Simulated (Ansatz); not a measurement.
## BaTiO3, response to strain

Base system: BaTiO$_{3}$ in the cubic perovskite structure (space group Pm-3m, No. 221; a = 3.9346 Å).

Strains are applied to the cell and any free atomic positions relax.

Level of theory: LDA, PAW, 420 eV (Ansatz, an electronic-structure program; spin-orbit coupling left out).

Notes on the quantities. hole mass: degenerate bands, along [100]; energy relative to the base: free energy F.

| case | hole mass | energy relative to the base | pressure | gap character | band gap |
|---|---|---|---|---|---|
| base | – | 0 meV/atom | -0.01 GPa | indirect, R → Γ | 1.83 eV |
| isotropic strain −3.00 % | 0.30, 0.93, 0.93 mₑ (at Γ) | +67 meV/atom | 21.89 GPa | direct at Γ | 1.91 eV |
| isotropic strain −2.40 % | 0.30, 0.95, 0.95 mₑ (at Γ) | +42 meV/atom | 16.76 GPa | direct at Γ | 1.90 eV |
| isotropic strain −1.80 % | 0.30, 0.96, 0.96 mₑ (at Γ) | +23 meV/atom | 12.03 GPa | direct at Γ | 1.90 eV |
| isotropic strain −1.20 % | 0.31, 0.97, 0.97 mₑ (at Γ) | +10 meV/atom | 7.67 GPa | direct at Γ | 1.89 eV |
| isotropic strain −0.60 % | 0.36, 0.36, 0.79 mₑ (at R) | +2.5 meV/atom | 3.67 GPa | indirect, R → Γ | 1.86 eV |

Effective masses come from finite differences of ±0.01 Å⁻¹. Whether these cells are dynamically stable was not tested. All final runs are without spin polarisation. Many cubic perovskites are stable only at high temperature; tilts and polar distortions were not tested. This is not the structure that BaTiO3 has at room temperature and ambient pressure.
